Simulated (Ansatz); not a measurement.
# PrIn3 (Pm-3m, No. 221)

These are PBEsol in Ansatz (PAW) values and carry that method's errors.

Numerical settings: plane-wave cutoff 520 eV, 12×12×12 k mesh, Fermi–Dirac smearing 0.05 eV, spin-polarised with parallel moments, scalar-relativistic PAW data made under PBE.

Cell: relaxed at this level.

```
Quantity               Value
------------------  --------
band gap                none
lattice constant a   4.626 Å
bulk modulus B0     59.6 GPa
```

Note: the magnetic order was assumed, not searched for or taken from measurement; the 4f shell is treated without U or exact exchange, so its levels and filling can be wrong; the bulk modulus is −V dP/dV from two relaxed cells at ±2 % in volume.

Spin–orbit coupling is not included.

Static lattice: no zero-point or thermal effects.

It cost roughly 8 core-minutes of CPU time.

Ansatz is a program for electronic structure.
